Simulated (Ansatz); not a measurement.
Fluorite AuAl₂ was calculated with LDA (Ansatz, an electronic-structure program, PAW).

Run with plane-wave cutoff 520 eV, 12×12×12 k mesh, Fermi–Dirac smearing 0.1 eV, perturbation theory, force constants from a 4×4×4 q mesh, scalar-relativistic PAW data made under PBE.

Computed at the level's own relaxed cell. Harmonic vibrational thermodynamics at fixed volume:

```csv
T (K),S_vib (J/K per mol of atoms),C_V (J/K per mol of atoms),F_vib (eV/atom)
200,20.99,20.41,0.0187
300,?,?,?
500,?,?,?
600,?,?,?
700,?,?,?
800,?,?,?
1000,?,?,?
```

### Question
Fill in the missing entries.

### Answer

- 300, S_vib (J/K per mol of atoms): 29.79
- 300, C_V (J/K per mol of atoms): 22.73
- 300, F_vib (eV/atom): -0.0078
- 500, S_vib (J/K per mol of atoms): 41.80
- 500, C_V (J/K per mol of atoms): 24.10
- 500, F_vib (eV/atom): -0.0829
- 600, S_vib (J/K per mol of atoms): 46.22
- 600, C_V (J/K per mol of atoms): 24.35
- 600, F_vib (eV/atom): -0.1286
- 700, S_vib (J/K per mol of atoms): 49.99
- 700, C_V (J/K per mol of atoms): 24.51
- 700, F_vib (eV/atom): -0.1785
- 800, S_vib (J/K per mol of atoms): 53.27
- 800, C_V (J/K per mol of atoms): 24.61
- 800, F_vib (eV/atom): -0.2321
- 1000, S_vib (J/K per mol of atoms): 58.77
- 1000, C_V (J/K per mol of atoms): 24.73
- 1000, F_vib (eV/atom): -0.3484

The crystal is taken as a harmonic solid at every temperature: melting, phase changes and thermal expansion are not seen, nor the electrons' share in a metal.
